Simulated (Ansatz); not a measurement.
```
CELL_PARAMETERS angstrom
      3.55351     0.00000     0.00000
     -1.77675     3.07743     0.00000
      0.00000     0.00000     5.81755
ATOMIC_POSITIONS crystal
  Sn 0.66667 0.33333 0.00036
  Sn 0.33333 0.66667 0.50036
  C  0.66667 0.33333 0.62484
  C  0.33333 0.66667 0.12484
```

Relaxed-ion tensors in this frame from PBEsol in Ansatz (an electronic-structure program). Proper piezoelectric stress tensor e (C/m²):

```
 0.00   0.00   0.00   0.00   0.18   0.00
 0.00   0.00   0.00   0.18   0.00   0.00
 0.30   0.30  -0.45   0.00   0.00   0.00
```

Stiffness C (GPa):

```
 268  83.5  55.0   0.0   0.0   0.0
83.5   268  55.0   0.0   0.0   0.0
55.0  55.0   299   0.0   0.0   0.0
 0.0   0.0   0.0  74.9   0.0   0.0
 0.0   0.0   0.0   0.0  74.9   0.0
 0.0   0.0   0.0   0.0   0.0  92.4
```

The cell was generated from a structure type, relaxed within its symmetry, and need not be the phase found at ambient conditions. Spin-orbit coupling is not included.

### Question
Obtain the piezoelectric strain tensor d.

### Answer
d = e S with S = C⁻¹, in pC/N:

```
 0.0   0.0   0.0   0.0   2.4   0.0
 0.0   0.0   0.0   2.4   0.0   0.0
 1.2   1.2  -1.9   0.0   0.0   0.0
```
Away from Γ the polar cell without biaxial strain shows no imaginary mode on a 2×2×2 mesh.

The PAW data sets were generated under PBE and serve the other functionals too.
